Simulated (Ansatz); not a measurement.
We consider CrCl3 (within 0.1 Å of C2/m, No. 12, 8 atoms in the cell; start mp-27630), described by r²SCAN (Ansatz, a program for electronic structure, plane waves, PAW).

Settings: plane-wave cutoff 500 eV, 8×8×8 k mesh, Fermi–Dirac smearing 0.05 eV, spin-polarised start, scalar-relativistic PAW data made under PBE.

Cell (relaxed at this level):

Space group C2/m (No. 12); a = 6.0102 Å, b = 10.4068 Å, c = 6.3224 Å, α = γ = 90.00°, β = 107.65°

| atom | site | symmetry | x | y | z |
|---|---|---|---|---|---|
| Cr | 4h | 2 | 0.5000 | 0.3334 | 0.5000 |
| Cl | 8j | 1 | 0.2514 | 0.1782 | 0.2789 |
| Cl | 4i | m | 0.2136 | 0.0000 | 0.7221 |
(The calculation used a cell of 8 atoms; values per cell refer to that cell.)

Problem. What does this level give for the band gap?

Solution. 
- band gap: 2.40 eV (on the SCF k mesh)

Note: the magnetic order was assumed, not searched for or taken from measurement; the cell has widely spaced layers and the level no dispersion term, so their spacing and the moduli can rest on weak binding.

The computed numbers hold no vibrational or temperature effects.

Cost on a shared machine: very roughly 30 core-minutes.

A start named mp-… is a Materials Project structure, which need not be a measured phase.
